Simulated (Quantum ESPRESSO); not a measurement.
Quantum ESPRESSO is run on Ga3P (Pm-3m, 4 atoms in the cell), and the run fails. The aim is a zone-centre phonon calculation with DFT, LDA (PZ), plane waves, GBRV 1.5 ultrasoft (LDA) pseudopotentials.

The self-consistent step had converged with these keywords: prefix = run; ecutwfc = 50 Ry; ecutrho = 250 Ry; occupations = smearing; smearing = cold; degauss = 0.0036749 Ry; potentials = {Ga: ga_lda_v1.4.uspp.F.UPF, P: p_lda_v1.5.uspp.F.UPF}; K_POINTS = automatic 8 8 8 1 1 1; conv_thr = 1e-10 Ry; mixing_beta = 0.5. The next shown step is ph.x.

This input was run:

```fortran
phonons at the zone centre
&INPUTPH
   prefix = 'run'
   outdir = './out'
   tr2_ph = 1.0d-14
   fildyn = 'dyn.G'
   niter_ph = 3
/
0.0 0.0 0.0
```

Log, with long lists cut:

```
     Representation #   1 modes #   1   2   3

     Self-consistent Calculation

      iter #   1   av.it.:  10.4
      thresh= 1.000E-02 alpha_mix =  0.700 |ddv_scf|^2 =  1.503E-05

      iter #   2   av.it.:  18.8
      thresh= 3.877E-04 alpha_mix =  0.700 |ddv_scf|^2 =  9.565E-06

      iter #   3   av.it.:  17.3
      thresh= 3.093E-04 alpha_mix =  0.700 |ddv_scf|^2 =  1.554E-08
     End of self-consistent calculation

     No convergence has been achieved
   JOB DONE.
STOP 1
```

### Question
Find the mistake and give the fix.

### Answer
The fault is an iteration limit that is too low. The loop is cut before its threshold is met, so whatever is printed at the end is not self-consistent. To fix it, raise the limit, or leave it to the default. The run ended unconverged in one of its stages.

On the sound input: the starting cell comes from a database of computed structures (which also holds hypothetical and non-ambient phases and stackings), without a prior relaxation at this level. Its lattice was rescaled by a random factor within 2.5 % of one. With a pressure of about -7 GPa the cell is away from its equilibrium volume at this level. The run gives no clean gap (levels at the Fermi energy touch, overlap or are partly filled at this smearing), which alone does not show that the compound is a metal.
